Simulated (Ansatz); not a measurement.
Start from P in the black-P type structure (space group Cmce, No. 64; a = 3.3224 Å, b = 10.1950 Å, c = 4.1630 Å; layered, stacked along the Cartesian y axis).

The values are results of Ansatz (a first-principles code) PBE-D3(BJ), without spin-orbit coupling, not measurements.

Base values:

| Property | Value |
|---|---|
| Density | 2.92 g/cm³ |
| Shortest interatomic distance | 2.227 Å |
| Band gap | zero |

Perturbation: a negative pressure, −1 GPa.

Question: Predict the new density.

Answer: The density shrinks by 0.12 g/cm³ to 2.80 g/cm³.

Question: What happens to the shortest interatomic distance?

Answer: The shortest interatomic distance stays essentially unchanged (2.227 Å against 2.228 Å).

Question: How does this affect the band gap?

Answer: The band gap remains zero.

Load acts through the strain it causes; cell and atoms are relaxed under it. No phonon test of stability was made. The zero or small gap of P can change with the level of theory.
